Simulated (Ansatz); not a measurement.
Computed with PBE (plane waves to 420 eV, PAW; Ansatz, a quantum-chemistry and plane-wave program).

Plane-averaged electrostatic potential energy along the normal, in eV from the highest filled level, for the (111) surface of monoclinic ZrO2 in its 1x1 cell (cut with top plane 2 O, bottom plane 2 O), relaxed from an ideal cut (the real face may reconstruct), outermost plane spacing 0.17 Å in the ideal cut (one of several cuts of this face), with 2 Zr a cell over the bulk's ratio:

```csv
z (Å),V (eV)
3.77,3.53
4.06,3.53
4.35,3.53
4.64,3.52
4.93,3.52
5.22,3.51
5.51,3.50
5.80,3.47
6.09,3.41
6.38,3.31
6.67,3.11
6.96,2.72
7.25,1.94
7.54,0.07
7.83,-3.23
8.12,-7.43
8.41,-11.34
8.70,-13.61
8.99,-13.90
9.28,-11.62
9.57,-7.90
9.86,-4.36
10.15,-3.00
10.44,-3.65
10.73,-6.46
11.02,-10.19
11.31,-13.21
11.60,-14.43
11.89,-13.70
12.18,-11.16
12.47,-7.55
12.76,-4.22
13.05,-2.86
13.34,-3.84
13.63,-6.92
13.92,-10.68
14.21,-13.54
14.50,-14.53
14.79,-13.54
15.08,-10.68
15.37,-6.92
15.66,-3.84
15.95,-2.86
16.24,-4.22
16.53,-7.55
16.82,-11.16
17.11,-13.70
17.40,-14.43
17.69,-13.21
17.98,-10.19
18.27,-6.46
18.56,-3.65
18.85,-3.00
19.14,-4.36
19.43,-7.90
19.72,-11.62
20.01,-13.90
20.30,-13.61
20.59,-11.34
20.88,-7.43
21.17,-3.23
21.46,0.07
21.75,1.94
22.04,2.72
22.33,3.11
22.62,3.31
22.91,3.41
23.20,3.47
23.49,3.50
23.78,3.51
24.07,3.52
24.36,3.52
24.65,3.53
24.94,3.53
25.23,3.53
```

Model: 56-atom slab, O36Zr20, 12.8 Å thick at the start, 4x4x1 mesh, Fermi-Dirac 0.025 eV, dipole correction, all atoms relaxed; symmetry of the start imposed; no spin, no spin-orbit, no U.

The vacuum level lies 3.53 eV above the highest filled level over the top face and 3.53 eV above it under the bottom face.
